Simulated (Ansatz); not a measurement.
# Response to strain in GaAs

Base system: GaAs in the zinc blende structure (space group F-43m, No. 216; a = 5.6667 Å). Axes: x, y, z lie along the cube axes.

Strains are applied to the cell and any free atomic positions relax.

Method: Ansatz (an electronic-structure program), r2SCAN, PAW, cutoff 500 eV, spin-orbit coupling left out.

Notes on the quantities. pressure: mean of the normal stresses, compression positive; energy relative to the base: free energy F.

```tsv
variant	volume per atom	band gap	pressure	energy relative to the base
base	22.75 Å³	0.96 eV	0.0 kbar	0 meV/atom
tensor shear ε_xy = +2.00 %	22.74 Å³	0.76 eV	0.6 kbar	+6.9 meV/atom
tensor shear ε_xy = +1.14 %	22.74 Å³	0.86 eV	0.2 kbar	+2.2 meV/atom
tensor shear ε_xy = +0.57 %	22.74 Å³	0.91 eV	0.1 kbar	+0.6 meV/atom
tensor shear ε_xy = +0.29 %	22.75 Å³	…	0.0 kbar	+0.1 meV/atom
tensor shear ε_xy = +1.71 %	22.74 Å³	…	0.4 kbar	…
tensor shear ε_xy = +0.86 %	22.74 Å³	0.89 eV	0.1 kbar	+1.3 meV/atom
tensor shear ε_xy = +1.43 %	22.74 Å³	0.83 eV	0.3 kbar	+3.5 meV/atom
```

Problem. What belongs in the blanks?

Solution. 
- tensor shear ε_xy = +0.29 %, band gap: 0.94 eV
- tensor shear ε_xy = +1.71 %, band gap: 0.80 eV
- tensor shear ε_xy = +1.71 %, energy relative to the base: +5.0 meV/atom

Whether these cells are dynamically stable was not tested.
